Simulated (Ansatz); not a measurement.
The starting structures come from a database of crystals and need not be the phases stable at ambient conditions.

Inside the gap of an insulator the Bloch states are evanescent, with a wavenumber k + iκ along the transport direction.

Data:

```xyz
14
Lattice="3.9302 0.0000 0.0000 0.0000 11.9426 0.0000 0.0000 0.0000 7.0048" Properties=species:S:1:pos:R:3 pbc="T T T"
Na     1.9651     8.1630     0.6166
Na     1.9651     3.7796     6.3882
Na     1.9651     9.7509     4.1190
Na     1.9651     2.1917     2.8858
Cd     0.0000     5.9713     3.5024
Cd     0.0000     0.0000     0.0000
Cl     1.9651     6.4950     5.2395
Cl     1.9651     5.4476     1.7654
Cl     1.9651    11.4189     1.7371
Cl     1.9651     0.5237     5.2678
Cl     0.0000     2.4407     0.8823
Cl     0.0000     9.5019     6.1226
Cl     0.0000     3.5306     4.3847
Cl     0.0000     8.4120     2.6201
```

Space group of this cell: Pbam. The cell is taken as given.

Transport runs along the normal of the first two printed cell vectors.

The gap is the functional's own, uncorrected, and κ follows it; spin-orbit coupling is left out. Mid-gap values are interpolated between the computed energies.

Task: Give the band gap and the smallest decay constant κ at mid-gap that r2SCAN in Ansatz (a quantum-chemistry and plane-wave program) yields.

Result: Gap 4.38 eV on a 8×4×4 mesh; κ = 0.358 1/Å, at the zone centre.
